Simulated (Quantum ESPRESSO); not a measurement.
The steps of a band-structure calculation for SmSn3 (Pm-3m, 4 atoms in the cell) with Quantum ESPRESSO.

Method of the run: PBEsol, SSSP 1.1.2 efficiency (PBE) pseudopotentials (plane waves; Quantum ESPRESSO).

Step 1 (scf):

```fortran
&control
  calculation = 'scf'
  prefix = 'pwscf'
  outdir = './work'
  pseudo_dir = './'
  tprnfor = .true.
  tstress = .true.
/
&system
  ibrav = 0
  nat = 4
  ntyp = 2
  ecutwfc = 50
  ecutrho = 400
  occupations = 'smearing'
  smearing = 'marzari-vanderbilt'
  degauss = 0.0073499
  nspin = 2
  starting_magnetization(1) = 0.312
  input_dft = 'pbesol'
/
&electrons
  conv_thr = 1e-10
  mixing_beta = 0.5
/
ATOMIC_SPECIES
Sm   150.3600  Sm.GGA-PBE-paw-v1.0.UPF
Sn   118.7100  Sn_pbe_v1.uspp.F.UPF
ATOMIC_POSITIONS crystal
Sm    0.00000000    0.00000000    0.00000000
Sn    0.00000000    0.50000000    0.50000000
Sn    0.50000000    0.00000000    0.50000000
Sn    0.50000000    0.50000000    0.00000000
K_POINTS automatic
4 4 4  1 1 1
CELL_PARAMETERS bohr
   8.83824908     0.00000000     0.00000000
   0.00000000     8.83824908     0.00000000
   0.00000000     0.00000000     8.83824908
```

Step 2 (bands):

```fortran
&control
  calculation = 'bands'
  prefix = 'pwscf'
  outdir = './work'
  pseudo_dir = './'
  verbosity = 'high'
/
&system
  ibrav = 0
  nat = 4
  ntyp = 2
  ecutwfc = 50
  ecutrho = 400
  occupations = 'smearing'
  smearing = 'marzari-vanderbilt'
  degauss = 0.0073499
  nbnd = 37
  nspin = 2
  starting_magnetization(1) = 0.312
  input_dft = 'pbesol'
/
&electrons
  conv_thr = 1e-10
  startingwfc = 'random'
  diago_thr_init = 1.0d-6
  diagonalization = 'cg'
/
ATOMIC_SPECIES
Sm   150.3600  Sm.GGA-PBE-paw-v1.0.UPF
Sn   118.7100  Sn_pbe_v1.uspp.F.UPF
ATOMIC_POSITIONS crystal
Sm    0.00000000    0.00000000    0.00000000
Sn    0.00000000    0.50000000    0.50000000
Sn    0.50000000    0.00000000    0.50000000
Sn    0.50000000    0.50000000    0.00000000
K_POINTS crystal_b
8
  0.00000000   0.00000000   0.00000000   7  ! G
  0.00000000   0.50000000   0.00000000   7  ! X
  0.50000000   0.50000000   0.00000000   9  ! M
  0.00000000   0.00000000   0.00000000  12  ! G
  0.50000000   0.50000000   0.50000000   9  ! R
  0.00000000   0.50000000   0.00000000   1  ! X
  0.50000000   0.50000000   0.00000000   7  ! M
  0.50000000   0.50000000   0.50000000   1  ! R
CELL_PARAMETERS bohr
   8.83824908     0.00000000     0.00000000
   0.00000000     8.83824908     0.00000000
   0.00000000     0.00000000     8.83824908
```

Step 3 (bands.x):

```fortran
&bands
  prefix = 'pwscf'
  outdir = './work'
  filband = 'bands.dat'
  lsym = .false.
/
```

Output of bands (abridged):

```
     Atomic positions and unit cell read from directory:
     ./work/pwscf.save/

     Message from routine setup:
     using ibrav=0 with symmetry is DISCOURAGED, use correct ibrav instead
     G-vector sticks info
     --------------------
     sticks:   dense  smooth     PW     G-vecs:    dense   smooth      PW
     Sum        2477    1237    365                93165    32987    5257

     bravais-lattice index     =            0
   [... lines left out ...]
     unit-cell volume          =     690.3967 (a.u.)^3
     atomic species   magnetization
   [... lines left out ...]

   -27.2755  -8.6850  -8.6830  -8.6825  -8.6825  -8.5520  -8.5499  -8.5105
    -8.5104  -8.5097  -8.5093  -8.5078  -8.4082  -8.4082  -8.4045  -8.3876
    -6.9102  -6.9046  -6.9046   2.0323   7.3546   7.5741   9.9153   9.9154
    10.0629  12.2807  12.3639  12.3798  12.3799  12.5317  12.5317  12.5349
    14.3080  14.3080  14.3738  14.6424  14.7513

   [... 51 blocks of this kind left out ...]

 ------ SPIN DOWN ----------

          k = 0.0000 0.0000 0.0000 (  4067 PWs)   bands (ev):

   -24.7711  -8.6869  -8.6868  -8.6866  -8.6841  -8.5523  -8.5522  -8.5082
    -8.5082  -8.5073  -8.5074  -8.5073  -8.4062  -8.4061  -8.4061  -8.3868
    -5.0527  -5.0527  -5.0527   2.0545   7.6165   7.6166  10.0311  10.0311
    10.0312  14.2890  14.2890  14.2891  14.8681  15.2417  15.2422  15.2422
    15.7315  15.7359  16.3214  16.5286  16.5337

          k = 0.0000 0.0714 0.0000 (  4088 PWs)   bands (ev):

   -24.7711  -8.6865  -8.6838  -8.6838  -8.6824  -8.5523  -8.5504  -8.5100
    -8.5082  -8.5082  -8.5081  -8.5079  -8.4098  -8.4098  -8.4062  -8.3885
    -5.0580  -5.0504  -5.0504   2.0968   7.4249   7.6409  10.0419  10.0419
    10.1934  13.9448  14.0696  14.0697  14.9984  15.2523  15.4594  15.4595
    15.7631  15.9231  16.3067  16.5296  16.5298

   [... 51 blocks of this kind left out ...]
```

Output of bands.x (abridged):

```
     Reading xml data from directory:

     ./work/pwscf.save/

     G-vector sticks info
     --------------------
     sticks:   dense  smooth     PW     G-vecs:    dense   smooth      PW
     Sum        2477    1237    365                93165    32987    5257

     Reading collected, re-writing distributed wavefunctions
     high-symmetry point:  0.0000 0.0000 0.0000   x coordinate   0.0000
     high-symmetry point:  0.0000 0.5000 0.0000   x coordinate   0.5000
     high-symmetry point:  0.5000 0.5000 0.0000   x coordinate   1.0000
     high-symmetry point:  0.0000 0.0000 0.0000   x coordinate   1.7071
     high-symmetry point:  0.5000 0.5000 0.5000   x coordinate   2.5731
     high-symmetry point:  0.0000 0.5000 0.0000   x coordinate   3.2802
     high-symmetry point:  0.5000 0.5000 0.0000   x coordinate   3.2802
     high-symmetry point:  0.5000 0.5000 0.5000   x coordinate   3.7802

     Plottable bands (eV) written to file bands.dat.gnu
     Bands written to file bands.dat

   JOB DONE.
```

The starting cell comes from a database of published, mostly measured structures (it also holds non-ambient and calculated ones), without a prior relaxation at this level. With one magnetic atom in the cell only a parallel order is possible. With U or open f shells several self-consistent states can exist. The f electrons are in the valence without U or exact exchange, which can misplace them near the Fermi level. Spin-orbit terms, which matter for f shells, are left out.
